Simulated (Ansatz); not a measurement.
## C, response to strain

Consider C in the diamond structure (space group Fd-3m, No. 227; a = 3.554 Å). Axes: x, y, z lie along the cube axes.

Strains are applied to the cell and any free atomic positions relax.

Calculations: PBEsol/PAW in Ansatz (an electronic-structure program), no spin-orbit coupling.

Candidates:
(a) tensor shear ε_xy = +0.86 %
(b) tensor shear ε_xy = +1.71 %
(c) tensor shear ε_xy = +0.57 %
(d) tensor shear ε_xy = +2.00 %
(e) tensor shear ε_xy = +1.43 %

For the base:

- Band gap: 4.03 eV

Task: Order them by band gap, highest first.

Result: (c) tensor shear ε_xy = +0.57 % (4.00 eV), (a) tensor shear ε_xy = +0.86 % (3.96 eV), (e) tensor shear ε_xy = +1.43 % (3.88 eV), (b) tensor shear ε_xy = +1.71 % (3.82 eV), (d) tensor shear ε_xy = +2.00 % (3.73 eV)

Stability against distortions was not tested.
